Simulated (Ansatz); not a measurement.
Input:

```
BaTiO3
1.0
    3.90002     0.00000     0.00000
    0.00000     3.90002     0.00000
    0.00000     0.00000     4.12800
Ti Ba O
1 1 3
Direct
  0.50000   0.50000   0.45355
  0.00000   0.00000   0.93628
  0.50000   0.50000   0.89606
  0.50000   0.00000   0.41005
  0.00000   0.50000   0.41005
```

No spin polarisation.

Level of theory: PBEsol (Ansatz, a program for electronic structure), without spin-orbit coupling. k-mesh 8×8×8 (Γ-centred); smearing 0.05 eV (Fermi–Dirac).

**Question.** Predict the smallest direct gap.

**Answer.** 2.39 eV.

**Question.** What space group does the calculation give?

**Answer.** P4mm (No. 99).

The cells carry an imposed strain or load. No phonon test of stability was made. All final runs are without spin polarisation. The cell was made from BaTiO3 (space group P4mm, No. 99) by this change: biaxial strain −1.40 %, plane normal [001], relaxed out of plane.
